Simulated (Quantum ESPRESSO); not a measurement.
A user runs Quantum ESPRESSO on TiRu₃ (I4/mmm, 4 atoms in the cell) and asks whether the run is sound. The aim is a self-consistent single point with DFT, PBE, plane waves, GBRV 1.5 ultrasoft (PBE) pseudopotentials.

Cell that was meant: a = 4.9179 Å, b = 4.9179 Å, c = 4.9179 Å, α = 135.46°, β = 135.46°, γ = 64.82°.

Part of the input:

```fortran
ATOMIC_SPECIES
Ru   101.0700  ru_pbe_v1.2.uspp.F.UPF
Ti    47.8670  ti_pbe_v1.4.uspp.F.UPF
ATOMIC_POSITIONS angstrom
Ru    0.50000083    0.50000083    0.00000000
Ru    0.75000125    0.25000042    0.49999857
Ru    0.25000042    0.75000125    0.49999857
Ti    0.00000000    0.00000000    0.00000000
K_POINTS automatic
10 10 10  0 0 0
```

Log, with long lists cut:

```
     Message from routine setup:
     using ibrav=0 with symmetry is DISCOURAGED, use correct ibrav instead
     G-vector sticks info
   [... lines left out ...]
         4        Ti     tau(   4) = (   0.0000000   0.0000000   0.0000000  )

     number of k points=   282  Methfessel-Paxton smearing, width (Ry)=  0.0200

     Number of k-points >= 100: set verbosity='high' to print them.

     Dense  grid:    52593 G-vectors     FFT dimensions: (  60,  60,  60)

     Smooth grid:    18595 G-vectors     FFT dimensions: (  45,  45,  45)

     Initial potential from superposition of free atoms

     starting charge      55.9999, renormalised to      60.0000

     negative rho (up, down):  6.937E-04 0.000E+00
     Self-consistent Calculation

     iteration #  1     ecut=    50.00 Ry     beta= 0.70

     negative rho (up, down):  2.168E-02 0.000E+00

     total energy              =    -388.26767838 Ry
     estimated scf accuracy    <      57.71710612 Ry

     iteration #  2     ecut=    50.00 Ry     beta= 0.70

     negative rho (up, down):  2.801E-02 0.000E+00

     total energy              =    -385.27099481 Ry
     estimated scf accuracy    <     132.11911139 Ry

     iteration #  3     ecut=    50.00 Ry     beta= 0.70

     negative rho (up, down):  4.799E-02 0.000E+00

     total energy              =    -414.28089175 Ry
     estimated scf accuracy    <       6.31580273 Ry

   [... 10 blocks of this kind left out ...]

     iteration # 14     ecut=    50.00 Ry     beta= 0.70

     negative rho (up, down):  5.467E-02 0.000E+00

     total energy              =    -414.51073935 Ry
     estimated scf accuracy    <          2.0E-10 Ry

     iteration # 15     ecut=    50.00 Ry     beta= 0.70

     negative rho (up, down):  5.467E-02 0.000E+00
     End of self-consistent calculation

     Number of k-points >= 100: set verbosity='high' to print the bands.

     the Fermi energy is    17.3579 ev

!    total energy              =    -414.51073935 Ry
     estimated scf accuracy    <          1.9E-11 Ry
     smearing contrib. (-TS)   =       0.00085928 Ry
     internal energy E=F+TS    =    -414.51159862 Ry

     convergence has been achieved in  15 iterations

     negative rho (up, down):  5.467E-02 0.000E+00

     Forces acting on atoms (cartesian axes, Ry/au):

     atom    1 type  1   force =    46.26356424   46.26356424 -345.77605570
     atom    2 type  1   force =   198.45865773 -168.80607556  187.72132973
     atom    3 type  1   force =  -168.80607556  198.45865773  187.72132973
   [... lines left out ...]
     Total force =   585.226111     Total SCF correction =     0.000059
   [... lines left out ...]

     negative rho (up, down):  5.467E-02 0.000E+00
          total   stress  (Ry/bohr**3)                   (kbar)     P=   103998.15
   0.61356875  -0.26388175   0.07160523        90259.08   -38818.35    10533.49
  -0.26388175   0.61356875   0.07160523       -38818.35    90259.08    10533.49
   0.07160523   0.07160523   0.89375768        10533.49    10533.49   131476.29

   JOB DONE.
```

Problem. Can these results be used? Check the input.

Solution. The run is not sound. The fault is this: crystal numbers under an angstrom card. Numbers meant as fractions of the cell vectors were read as lengths, or the reverse, so the atoms sit in the wrong places. To fix it, make label and numbers agree, by changing either. The run converged in 15 iterations without an error; against the sound input the free energy rises by 978 eV/atom, the pressure goes from -1.22 to 10400 GPa and the largest force goes from 0.000 to 9048 eV/Å.

The sound input it was made from differs as follows (other fixes are possible):
```diff
-ATOMIC_POSITIONS angstrom
-Ru    0.50000083    0.50000083    0.00000000
-Ru    0.75000125    0.25000042    0.49999857
-Ru    0.25000042    0.75000125    0.49999857
+ATOMIC_POSITIONS crystal
+Ru    0.50000000    0.50000000    0.00000000
+Ru    0.75000000    0.25000000    0.50000000
+Ru    0.25000000    0.75000000    0.50000000
```

With that input, the run converged in 21 iterations: free energy E − TS -9552.0532 eV; Fermi level (on the code's own zero) 20.56 eV; pressure -1.22 GPa (DFT, PBE, plane waves, GBRV 1.5 ultrasoft (PBE) pseudopotentials).

On the sound input: the starting cell was generated: these elements placed on a structure prototype, without a prior relaxation; it need not be a known phase or ordering of this composition. Spin polarisation is off.
